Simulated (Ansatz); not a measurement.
**What biaxial strain −2.11 %, plane normal [001], relaxed out of plane does to Mn3SnN**

Consider Mn$_{3}$SnN in the anti-perovskite structure (space group Pm-3m, No. 221; a = 3.817 Å; ferromagnetic). Axes: x, y, z lie along the cube axes.

It is then changed as follows: biaxial strain −2.11 %, plane normal [001], relaxed out of plane (Cartesian); in-plane vectors clamped, the third vector and the atoms free.

The values are results of PBEsol, PAW, 420 eV (Ansatz, a quantum-chemistry and plane-wave program; spin-orbit coupling left out), not measurements. Settings: 12×12×12 k-points, 0.05 eV Fermi–Dirac smearing.

The volume per atom drops by 0.29 Å³ to 10.83 Å³ and the shortest interatomic distance decreases by 0.040 Å, from 1.908 Å to 1.868 Å. The energy grows by 16 meV/atom and the pressure (mean of the normal stresses, compression positive) goes from zero to 7.5 GPa. The band gap is still zero and the magnetic state is still ferromagnetic. The largest site moment rises by 0.08 μB, from 0.75 μB to 0.83 μB and the out-of-plane strain is +1.62 % (rough). The mean in-plane stress (compression positive) is +11.3 GPa (rough).

Final structure (turned so that z lies along the plane normal):

```
CELL_PARAMETERS angstrom
      3.73611     0.00000     0.00000
      0.00000     3.73611     0.00000
      0.00000     0.00000     3.87850
ATOMIC_POSITIONS crystal
  Mn 0.00000 0.50000 0.50000
  Mn 0.50000 0.00000 0.50000
  Mn 0.50000 0.50000 0.00000
  Sn 0.00000 0.00000 0.00000
  N  0.50000 0.50000 0.50000
```

Other magnetic orders, which the real material may have, were not ruled out. Without a gap, meshes like the base's 12×12×12 leave anisotropic stresses uncertain by several tenths of a GPa, and small strain energies with them. Stability against distortions was not tested.
